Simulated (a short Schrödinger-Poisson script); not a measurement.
# Symmetric double-gate stack, SiO2 on p-type InP

Stack: symmetric double-gate stack, SiO2 on p-type InP, at 300 K.

| layer | material | thickness (nm) | Na (cm⁻³) |
|---|---|---|---|
| 1 | SiO2 | 3.7 | - |
| 2 | InP | 5 | 1e15 |
| 3 | SiO2 | 3.7 | - |

The device is made up for the run: typed textbook-type constants, with dimensions and the other settings drawn at random. SiO2: permittivity 3.9, conduction-band edge (eV) 3.48, gap (eV) 9, electron mass (mₑ) 0.5. InP: permittivity 12.5, conduction-band edge (eV) 0, gap (eV) 1.344, Nv at 300 K (cm⁻³) 1.1e19.

Channel valleys (confinement mass, in-plane density-of-states mass, number): Γ 0.08, 0.08, 1. At the gates, both at one voltage, the conduction-band edge of layer 1 lies 4.05 eV − eVg above the Fermi level of the channel. Gaps are held at their typed values at every temperature. Mesh 0.03 nm at interfaces.

From a short Schrödinger-Poisson script (our own, NumPy): 1D Poisson equation in equilibrium, electrons quantum, Hartree (BenDaniel-Duke, 12 states a valley, the channel's in-plane mass for all, wave functions ending at the dielectric), parabolic valleys, classical holes, full ionisation, no traps, pinning or gate leakage.

| Vg (V) | electrons (cm⁻²) | C (μF/cm²) | Γ E0 (meV) | Γ E1 (meV) |
|---|---|---|---|---|
| 0.6 | 1.90e9 | 0.0119 | 158.2 | 722.2 |
| 0.9 | 1.18e12 | 1.17 | -27.8 | 533.4 |
| 1.2 | 3.50e12 | 1.26 | -104.3 | 451.6 |
| 1.5 | 5.87e12 | 1.27 | -175.7 | 374.9 |
| 1.8 | 8.25e12 | 1.27 | -246.9 | 298.4 |
| 2.1 | 1.06e13 | 1.27 | -318.0 | 222.0 |
| 2.4 | 1.30e13 | 1.27 | -389.1 | 145.7 |
| 2.7 | 1.54e13 | 1.29 | -459.2 | 70.5 |

Gate voltages with under 1e6 electrons/cm² are left out.

Subbands count from the Fermi level. The capacitance is that of both gates.

Above a few 1e12 electrons/cm² a light Γ valley is non-parabolic and upper valleys begin to fill, which the model leaves out.
